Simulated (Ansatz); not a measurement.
Take HgSe in the zinc blende structure (space group F-43m, No. 216; a = 6.133 Å) as the base.

Computed with PBEsol (Ansatz, an electronic-structure program; PAW; 420 eV plane waves; no spin-orbit coupling).

Before the change:

```
Item       Result
--------  -------
Pressure  0.0 GPa
```

One thing is altered: every lattice vector is shortened by 0.62 %; the atoms relax in the strained cell.

Q: What does the calculation give for the pressure and energy relative to the base after the change?

A: The pressure goes from zero to 1.0 GPa; the energy grows by 1.6 meV/atom.

No phonon test of stability was made. The final runs are not spin-polarised.
